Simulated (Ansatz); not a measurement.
Pressure series in CuI

Start from CuI in the zinc blende structure (space group F-43m, No. 216).

Space group F-43m (No. 216); a = b = c = 6.021 Å, α = β = γ = 90.00°

```json
[
 {"atom": "I", "site": "4c", "symmetry": "-43m", "x": "0.2500", "y": "0.2500", "z": "0.2500"},
 {"atom": "Cu", "site": "4a", "symmetry": "-43m", "x": "0.0000", "y": "0.0000", "z": "0.0000"}
]
```
(The calculation used a cell of 2 atoms; values per cell refer to that cell.)

Cell and atoms are relaxed at each pressure.

Method: r2SCAN (Ansatz, a program for electronic structure; PAW; 500 eV plane waves; without spin-orbit coupling), earlier PAW set.

Candidates:
(a) pressure 30 GPa
(b) pressure 7 GPa
(c) pressure 50 GPa
(d) pressure −1 GPa
(e) pressure 75 GPa

For the base:

Band gap: 1.67 eV

Question: Order them by band gap, lowest first.

Answer: (e) pressure 75 GPa (1.55 eV), (d) pressure −1 GPa (1.60 eV), (c) pressure 50 GPa (1.86 eV), (b) pressure 7 GPa (2.06 eV), (a) pressure 30 GPa (2.16 eV)

Spin-orbit coupling, missing from the scalar runs, can matter with I. Load acts through the strain it causes; cell and atoms are relaxed under it. No phonon test of stability was made. Tetrahedral semiconductors of this kind turn to denser phases somewhere between about 1 and 50 GPa; those were not computed, so compressed cells here can lie past the real transition. All final runs are without spin polarisation.
